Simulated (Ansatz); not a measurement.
Response to strain in Cs2AlTlH6

Base system: Cs$_{2}$AlTlH$_{6}$ (space group Fm-3m, No. 225; a = 8.6885 Å; a cell from a computed database, its experimental status unchecked). Axes: x, y, z lie along the cube axes.

Strains are applied to the cell and any free atomic positions relax; under biaxial strain the out-of-plane vector relaxes too; under stress the whole cell relaxes.

Calculations: Ansatz (an electronic-structure program), PBEsol, PAW, cutoff 420 eV, no SOC.

| variant | gap character | band gap | shortest interatomic distance |
|---|---|---|---|
| base | indirect, X → L | 0.82 eV | 1.788 Å |
| biaxial strain −1.79 %, plane normal [001], relaxed out of plane | indirect, X → N | 0.70 eV | 1.775 Å |
| biaxial strain +1.98 %, plane normal [001], relaxed out of plane | indirect, M → N | 0.76 eV | 1.782 Å |
| isotropic strain −1.82 % | indirect, X → L | 0.71 eV | 1.773 Å |
| uniaxial strain ε_zz = −4.25 % | indirect, M → N | 0.55 eV | 1.753 Å |
| uniaxial strain ε_zz = +0.68 % | indirect, X → N | 0.81 eV | 1.788 Å |
| tensor shear ε_yz = −0.40 % | indirect, T → R | 0.81 eV | 1.788 Å |
| uniaxial stress, 2 GPa tension along z | indirect, X → N | 0.73 eV | 1.784 Å |

With Tl present, leaving out spin-orbit coupling can change the band edges. Stability under load was not tested beyond the relaxation. Labels are those of the standard path for the cell's own space group.
